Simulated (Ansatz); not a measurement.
Take InSe in the beta-GaS type structure (space group P6_3/mmc, No. 194; a = 3.953 Å, c = 16.309 Å; layered, stacked along the Cartesian z axis) as the base. Axes: x lies along a and z along c of the hexagonal cell.

The values are results of PBEsol-D3(BJ), PAW, 420 eV (Ansatz, a quantum-chemistry and plane-wave program; without spin-orbit coupling), not measurements.

For the base:

```
Property     Value
--------  --------
Pressure  0.00 GPa
```

Perturbation: strain tensor (xx, yy, zz, yz, xz, xy) = (−0.20, −0.19, −0.58, +1.60, −0.97, −0.48) %, atoms relaxed at fixed cell.

Q: What happens to the energy relative to the base and pressure?

A: The energy increases by 2.1 meV/atom; the pressure (mean of the normal stresses, compression positive) goes from zero to 0.40 GPa.

No phonon test of stability was made.
